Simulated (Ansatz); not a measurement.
**CdGeAs2 under a change: biaxial strain +3.00 %, plane normal [001], relaxed out of plane**

Take CdGeAs2 in the chalcopyrite structure (space group I-42d, No. 122; a = 5.8735 Å, c = 11.2264 Å) as the base. Axes: x, y, z lie along a, b, c of the conventional cell.

Perturbation: biaxial strain +3.00 %, plane normal [001], relaxed out of plane (Cartesian); in-plane vectors clamped, the third vector and the atoms free.

Calculations: LDA (Ansatz, an electronic-structure program; PAW; 420 eV plane waves; no spin-orbit coupling). Γ-centred 8×8×8 mesh, Fermi–Dirac width 0.05 eV.

| quantity | base | changed | shift |
|---|---|---|---|
| volume per atom | 24.21 Å³ | 24.71 Å³ | +0.509 Å³ |
| space group | I-42d (No. 122) | I-42d (No. 122) | – |
| shortest interatomic distance | 2.426 Å | 2.440 Å | +0.0132 Å |
| energy relative to the base (free energy F) | 0 meV/atom | +11 meV/atom | +11 meV/atom |
| pressure (mean of the normal stresses, compression positive) | 0.00 GPa | -1.49 GPa | -1.49 GPa |
| band gap (uncertain: the edges found look like a band crossing or inverted bands; both cells) | 0.11 eV | 0.19 eV | +0.08 eV |
| out-of-plane strain | – | -3.76 % | – |
| ratio −ε⊥/ε∥ | – | 1.25 | – |
| mean in-plane stress (compression positive) | – | -2.2 GPa | – |

Final structure (turned so that z lies along the plane normal):

```xyz
8
Lattice="6.0497 0.0000 0.0000 0.0000 6.0497 0.0000 3.0249 -3.0249 5.4023" Properties=species:S:1:pos:R:3 pbc="T T T"
Cd     0.0000     0.0000     0.0000
Cd     3.0249     0.0000     2.7011
Ge     3.0249     3.0249     0.0000
Ge     6.0497     3.0249     2.7011
As     4.5373     1.6683     1.3506
As     4.6931    -1.5124     4.0517
As     1.5124     4.3815     1.3506
As     7.4063     1.5124     4.0517
```

No phonon test of stability was made. The zero or small gap of CdGeAs2 can change with the level of theory.
